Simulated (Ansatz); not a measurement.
The structure below was relaxed with Ansatz (an electronic-structure program) PBE, no spin-orbit coupling, at pressure 15 GPa.

```
MgO
1.0
    0.00000     2.06779     2.06779
    2.06779     0.00000     2.06779
    2.06779     2.06779     0.00000
Mg O
1 1
Direct
  0.00000   0.00000   0.00000
  0.50000   0.50000   0.50000
```

**Question.** Find the space group and the Wyckoff positions.

**Answer.** Space group Fm-3m (No. 225); a = 4.1356 Å, b = 4.1356 Å, c = 4.1356 Å, α = 90.00°, β = 90.00°, γ = 90.00°

```json
[
 {"atom": "Mg", "site": "4a", "symmetry": "m-3m", "x": "0.0000", "y": "0.0000", "z": "0.0000"},
 {"atom": "O", "site": "4b", "symmetry": "m-3m", "x": "0.5000", "y": "0.5000", "z": "0.5000"}
]
```

**Question.** Describe the coordination.

**Answer.** The crystal has 8 atoms in its conventional cell. Conventional cell: a = 4.136 Å, b = 4.136 Å, c = 4.136 Å, α = 90.00°, β = 90.00°, γ = 90.00°. Mg is coordinated by 6 O at 2.068 Å (octahedral). O is coordinated by 6 Mg at 2.068 Å (octahedral). (Neighbours: up to the widest gap in distance over summed covalent radii, below 1.35, at either atom; cation-cation and far metal-metal contacts left out.)

Load acts through the strain it causes; cell and atoms are relaxed under it. No phonon test of stability was made. Competing high-pressure phases were not computed. The cell was made from MgO in the rock salt structure (space group Fm-3m, No. 225) by this change: pressure 15 GPa.
